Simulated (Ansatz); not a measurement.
Rh, response to strain

Consider Rh in the fcc (Cu type) structure (space group Fm-3m, No. 225; a = 3.832 Å; relaxed with 0.1 eV smearing).

Strains are applied to the cell and any free atomic positions relax.

Level of theory: PBE (Ansatz, a first-principles code; PAW; 420 eV plane waves; spin-orbit coupling left out).

Notes on the quantities. energy relative to the base: free energy F.

```json
[
 {"isotropic strain (%)": "-1.48", "energy relative to the base (meV/atom)": "23.5"},
 {"isotropic strain (%)": "-0.79", "energy relative to the base (meV/atom)": "?"},
 {"isotropic strain (%)": "0", "energy relative to the base (meV/atom)": "0.0"},
 {"isotropic strain (%)": "1.13", "energy relative to the base (meV/atom)": "12.3"},
 {"isotropic strain (%)": "4.03", "energy relative to the base (meV/atom)": "138.2"}
]
```

Problem. Fit ΔE = Aε² + Bε³ (ε in %) to the rows shown and predict the withheld row.

Solution. Least squares on the printed values gives A = 10.1 and B = -0.40 meV/atom (largest residual 0.1 meV/atom); this predicts 6.5 meV/atom, and the run gives 6.5 meV/atom, in agreement.

No phonon test of stability was made. All final runs are without spin polarisation. Rh lies near a magnetic instability that expansion can trigger; it was not tested.
